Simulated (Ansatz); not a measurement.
Consider CdS in the zinc blende structure (space group F-43m, No. 216; a = 5.824 Å). Axes: x, y, z lie along the cube axes.

Computed with PBEsol (Ansatz, an electronic-structure program; PAW; 420 eV plane waves; no SOC).

Strains are applied to the cell and any free atomic positions relax; under biaxial strain the out-of-plane vector relaxes too.

One change was made to it. Results:

The energy goes up by 2.8 meV/atom; the valence-band top at Γ (three highest levels, from the VBM) goes from 0.00, 0.00, 0.00 eV to 0.00, -0.14, -0.14 eV; the electron mass goes from 0.11 mₑ (at Γ) to 0.11 mₑ out of plane, 0.11 mₑ in plane (at Γ).

Question: Which of these changes matches the shifts?
A. biaxial strain −3.00 %, plane normal [001], relaxed out of plane
B. biaxial strain +1.00 %, plane normal [001], relaxed out of plane
C. biaxial strain +2.00 %, plane normal [001], relaxed out of plane
D. biaxial strain −0.50 %, plane normal [001], relaxed out of plane
E. biaxial strain +0.50 %, plane normal [001], relaxed out of plane

Answer: C, biaxial strain +2.00 %, plane normal [001], relaxed out of plane. For comparison, the energy relative to the base in the other runs: biaxial strain +1.00 %, plane normal [001], relaxed out of plane gives +0.7 meV/atom; biaxial strain +0.50 %, plane normal [001], relaxed out of plane gives +0.2 meV/atom; biaxial strain −0.50 %, plane normal [001], relaxed out of plane gives +0.2 meV/atom; biaxial strain −3.00 %, plane normal [001], relaxed out of plane gives +7.1 meV/atom.

The levels and masses belong to the bands next to the band gap. Masses are band curvatures over ±0.01 Å⁻¹ around the edge. Stability against distortions was not tested.
